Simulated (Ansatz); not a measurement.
Ir (Fm-3m), PBEsol, DFPT electron-phonon coupling, linearised Boltzmann equation run with Ansatz (a program for electronic structure): Condition of this run: hydrostatic pressure -4 GPa (the target of the relaxation). phonon-limited resistivity 4.65 μΩ·cm at 300 K, 6.32 μΩ·cm at 400 K, current-weighted mean free path 8.6 nm, Drude plasma energy 10.61 eV.

Problem. What Drude relaxation time do resistivity and plasma energy imply?

Solution. ω_p = 1.61e16 s⁻¹, so τ = 1/(ε₀ ω_p² ρ) = 9.35 fs, a damping ħ/τ of 70.4 meV.

Problem. What temperature coefficient of resistance follows, and how does it compare with 1/T?

Solution. (ρ₄₀₀ − ρ₃₀₀)/(100 K × ρ₃₀₀) = 3.59×10⁻³ K⁻¹, against 1/T = 3.33×10⁻³ K⁻¹ for a resistivity proportional to T. It lies higher because phonons are still being populated at 300 K; impurities would add a constant and lower it.

Problem. Estimate the resistivity of a 40 nm square wire with diffuse walls from ρ ≈ ρ₀(1 + 3ℓ/4d).

Solution. 1 + 0.75 × 8.6/40 = 1.16, so ρ ≈ 5.40 μΩ·cm and a line 1 μm long has 33.7 Ω. The formula is the free-electron limit for d well above ℓ; grain boundaries add to it.

A metal at this level (no band gap). Only scattering by harmonic phonons is included (no impurities, grain boundaries, electron-electron scattering or thermal expansion). Spin-orbit coupling is left out, which matters with elements this heavy. Halving the electron mesh (36x36x36) moves the resistivity by up to 1 % at 300 K, the mean free path by up to 6 %. Smearing 0.20 eV; phonons on a 6x6x6 q mesh, which this run doesn't test.
